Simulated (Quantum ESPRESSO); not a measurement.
# Equation of state of diamond-structure Sn (space group 227): energy against volume (Quantum ESPRESSO, PBE)

```yaml
crystal:
  lattice:
    - [0.00000, 3.23722, 3.23722]
    - [3.23722, 0.00000, 3.23722]
    - [3.23722, 3.23722, 0.00000]
  atoms:
    - { symbol: Sn, position: [0.50000, 0.50000, 0.50000] }
    - { symbol: Sn, position: [0.75000, 0.75000, 0.75000] }
```

Method: PBE, PSlibrary PAW (PBE) pseudopotentials (plane waves; Quantum ESPRESSO 7.5). Settings: ecutwfc = 72 Ry; ecutrho = 432 Ry; occupations = smearing; smearing = fd; degauss = 0.000734986 Ry; potentials = {Sn: Sn.pbe-dn-kjpaw_psl.1.0.0.UPF}; K_POINTS = automatic 10 10 10 0 0 0; conv_thr = 1e-10 Ry; mixing_beta = 0.7. The cell above is the first row's. The rows scale it uniformly. In all rows fractional positions and the k mesh are held. E is the free energy at the stated smearing, counted from the lowest row.

```
V (Å^3/atom)  E (meV/atom)
------------  ------------
33.9246              30.60
34.6621              16.47
35.3996               7.01
36.1371               1.68
36.8746               0.00
37.6121               1.47
38.3496               5.84
39.0871              12.85
39.8246                  ?
```

Fit E of the 8 rows that show it with the third-order Birch-Murnaghan form, a cubic in V^(-2/3). With u = V^(-2/3) - 0.0910, the rows have u = 0.0044238, 0.0030654, 0.0017544, 0.0004881, -0.0007359, -0.0019197, -0.0030655, -0.0041751. Least squares gives E = 0.582 + 1674.3·u + 1128416·u² + 5963792·u³. Residuals (row less fit): 0.012, -0.020, -0.015, 0.011, 0.041, -0.014, -0.042, 0.022; standard error 0.035 (degrees of freedom: 4). Its minimum lies at u = -0.0007463, so V0 = (0.0902537)^(-3/2) = 36.88. There d²E/du² = 2230000 and d³E/du³ = 3.578e7, so B0 = (4/9) × 36.88^(-7/3) × 2230000 × 0.160218 = 35.1 GPa (the last factor turns the table's units into GPa), and B0' = 4 + (2/3) × 0.0902537 × (3.578e7)/2230000 = 5.0. The program's pressures in the fitted runs (not shown) pass through zero at V = 36.54, 0.93 % from this V0.

Task: Predict the withheld E at V = 39.8246 from the fit, and compare with the calculation.

Result: u = -0.0052503, so E = 0.582 + 1674.3 × (-0.0052503) + 1128416 × (-0.0052503)² + 5963792 × (-0.0052503)³ = 22.034 meV/atom. The calculation gives 22.21 meV/atom, 0.176 meV/atom above the prediction (0.6 % of the range of E in the table). The row lies outside the fitted rows, so this is an extrapolation. From the scatter of the fitted rows alone, a prediction at this place has a standard error of 0.086 meV/atom, so the miss is 2.1 times that.

Carrying the step between the two nearest rows on in a straight line would have given 19.86, off by 2.35; series whose last step already gives the withheld value aren't shown. The reference cell has the volume at which an earlier scan in this program and functional put its minimum by a fit. This is grey tin, the low-temperature phase. The runs keep the symmetry of the cell, so they don't test it for distortions. Cutoffs and mesh are single choices, not tested for convergence of this quantity. Series with a scatter that would blur these digits, or in which a gap closes, are not shown. Nor are scans whose minimum lies at an end fitted in this form.
